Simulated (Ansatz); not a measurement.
System: AlBiN2 (model structure, started from the ScAlN2 type, P3m1, No. 156, 4 atoms in the cell). Method: LDA (Ansatz, an electronic-structure program, PAW).

Excerpt of the program's output:

```
Crystal: 4 atoms, lattice volume = 60.591 Å³
Basis set: ecut = 520 eV, 1597 PW (Γ), exchange–correlation on 50×50×100 points (8 copies of the dense FFT grid, shifted against one another)
Bands: 18, of which v1, the nominal top of the filled ones, is band 14 counted from 1 (13 counted from 0)
Symmetry: 6 space group operations
Space group: P3m1 (ITA 156), of the structure as read, at distance tolerance 3.9e-5 Å
k-points: 330 of 3240 (time reversal used)
Functional: x = slater, c = lda
SCF iter   1: F=—  HF=-13347.194035 eV  |F-HF|=—  |Δ(HF+E_count)|=         —  Δρ=1.47e-2  dr2=2.30e-1
SCF iter   2: F=—  HF=-13347.163568 eV  |F-HF|=—  |Δ(HF+E_count)|=   3.05e-2  Δρ=7.13e-3  dr2=6.43e-2
  ...
SCF iter  10: F=—  HF=-13347.151320 eV  |F-HF|=—  |Δ(HF+E_count)|=  6.26e-10  Δρ=5.37e-7  dr2=4.62e-10
SCF iter  11: F=-13347.151320 eV  HF=-13347.151320 eV  |F-HF|=1.27e-11  |Δ(HF+E_count)|=  6.55e-11  Δρ=1.95e-7  dr2=3.92e-11
SCF 1 converged in 11 iterations: F = -13347.151320 eV  dr2 = 3.92e-11
SCF converged after 11 iterations
Free energy (F): -13347.151320 eV
Internal energy: -13347.147837 eV  (E = F + TS)
E sigma→0 (E₀):  -13347.149578 eV
Fermi energy:    9.500456 eV
--- Forces (eV/Å), atoms counted from 1 ---
  atom   1  Bi     0.00000000    -0.00000000    -0.20588194
  atom   2  N     -0.00000000     0.00000000     0.07925393
  atom   3  Al     0.00000000    -0.00000000     0.07005068
  atom   4  N     -0.00000000     0.00000000     0.05657923
--- Stress (GPa, compression-positive) ---
       -3.325846      -0.000000       0.000000
       -0.000000      -3.325846      -0.000000
        0.000000      -0.000000      -2.810453
  P = ⅓ Tr σ = -3.1540 GPa (-31.540 kbar)
```

**Question.** Write an input file that could have produced this run (the log leaves some choices open).

**Answer.** One answer among several that fit: 
Ansatz 0.2 input:
```yaml
crystal:
  lattice:
    - [3.2797772636, 0.0, 0.0]
    - [-1.6398886318, 2.8403704291, 0.0]
    - [0.0, 0.0, 6.5040814604]
  atoms:
    - { symbol: Bi, position: [0.3333333333, 0.6666666667, -0.005850764] }
    - { symbol: N, position: [0.3333333333, 0.6666666667, 0.4550960695] }
    - { symbol: Al, position: [0.6666666667, 0.3333333333, 0.5082670087] }
    - { symbol: N, position: [0.6666666667, 0.3333333333, 0.8124876858] }
basis:
  ecutwfc: 520
  ecutrho_ratio: 4
  xc_grid: 2
kpoints:
  mp_grid: { grid: [18, 18, 10] }
hamiltonian:
  xc: lda
  dispersion: none
  pseudopotentials: { kind: paw }
scf:
  occupations: { method: fermi_dirac, width: 0.05 }
  convergence: { dr2_threshold: 0.0000000004 }
output:
  forces: true
  stress: true
  eigenvalues: true
```

The PAW data were made under PBE.

Note: the relaxation could raise the start's symmetry but not lower it, so the cell can be a saddle point. Note: cell and atoms aren't relaxed at this level (largest force component 0.21 eV/Å, pressure -3.2 GPa). Note: the cell has widely spaced layers and the level no dispersion term, so their spacing and the moduli can rest on weak binding.

A model structure was made by putting elements into a prototype or built by hand; it is no filed structure, need not be a known phase, and can be a saddle point held by its symmetry.
